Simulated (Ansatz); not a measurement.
System: ZnS (R3m, No. 160, 36 atoms in the cell; start mp-1198139; a measured phase of this formula has another space group). Method: r²SCAN+rVV10 (plane waves, PAW; Ansatz, an electronic-structure program).

Settings: plane-wave cutoff 560 eV, 8×8×8 k mesh, Fermi–Dirac smearing 0.01 eV, scalar-relativistic PAW data made under PBE.

Cell (relaxed at this level):

```xyz
36
Lattice="1.8974 1.0954 55.8421 -1.8974 1.0954 55.8421 0.0000 -2.1909 55.8421" Properties=species:S:1:pos:R:3 pbc="T T T"
Zn     0.0000     0.0000     0.0078
Zn     0.0000     0.0000     9.3079
Zn     0.0000     0.0000    18.6086
Zn     0.0000     0.0000    24.8197
Zn     0.0000     0.0000    34.1193
Zn     0.0000     0.0000    40.3300
Zn     0.0000     0.0000    46.5399
Zn     0.0000     0.0000    58.9494
Zn     0.0000     0.0000    68.2503
Zn     0.0000     0.0000    77.5559
Zn     0.0000     0.0000    86.8615
Zn     0.0000     0.0000    99.2762
Zn     0.0000     0.0000   108.5862
Zn     0.0000     0.0000   117.8918
Zn     0.0000     0.0000   127.1928
Zn     0.0000     0.0000   139.6034
Zn     0.0000     0.0000   148.9086
Zn     0.0000     0.0000   161.3233
S      0.0000     0.0000     2.3318
S      0.0000     0.0000    11.6325
S      0.0000     0.0000    20.9329
S      0.0000     0.0000    27.1437
S      0.0000     0.0000    36.4434
S      0.0000     0.0000    42.6533
S      0.0000     0.0000    48.8637
S      0.0000     0.0000    61.2740
S      0.0000     0.0000    70.5749
S      0.0000     0.0000    79.8846
S      0.0000     0.0000    89.1861
S      0.0000     0.0000   101.6049
S      0.0000     0.0000   110.9149
S      0.0000     0.0000   120.2165
S      0.0000     0.0000   129.5174
S      0.0000     0.0000   141.9281
S      0.0000     0.0000   151.2372
S      0.0000     0.0000   163.6475
```

**Question.** Predict the band gap.

**Answer.** 
* **band gap**: 2.72 eV (direct)

Static lattice: no zero-point or thermal effects.

Computing time: roughly 50 core-minutes.

A start named mp-… is a Materials Project structure, which need not be a measured phase.
